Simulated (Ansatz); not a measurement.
The parent structure is ZnSnO3 (space group R3c, No. 161).

```
ZnSnO3
1.0
    2.63915     1.52372     4.66998
   -2.63915     1.52372     4.66998
    0.00000    -3.04743     4.66998
Zn Sn O
2 2 6
Cartesian
  0.00000   0.00000   4.13178
  0.00000   0.00000  11.13675
  0.00000   0.00000   0.17610
  0.00000   0.00000   7.18108
  1.59783   0.04135   5.80386
 -0.83473   1.36308   5.80386
 -0.76310  -1.40444   5.80386
  0.76310   1.64299   8.13885
 -1.80442  -0.16063   8.13885
  1.04132  -1.48236   8.13885
```

Cartesian axes are those of the cell as printed.

Calculations: PBEsol, PAW, 420 eV (Ansatz, an electronic-structure program; without spin-orbit coupling).

For the base:

Pressure: 0.00 GPa
Volume per atom: 11.27 Å³

One thing is altered: tensile biaxial strain of 2.82 % in the plane normal to [001], as in epitaxy on a mismatched substrate; the out-of-plane cell vector and the atoms relax.

Q: How does this affect the pressure, energy relative to the base and volume per atom?

A: The pressure (mean of the normal stresses, compression positive) goes from zero to -6.10 GPa; the energy goes up by 19 meV/atom; the volume per atom increases by 0.33 Å³ (11.27 Å³ → 11.60 Å³).

No phonon test of stability was made.
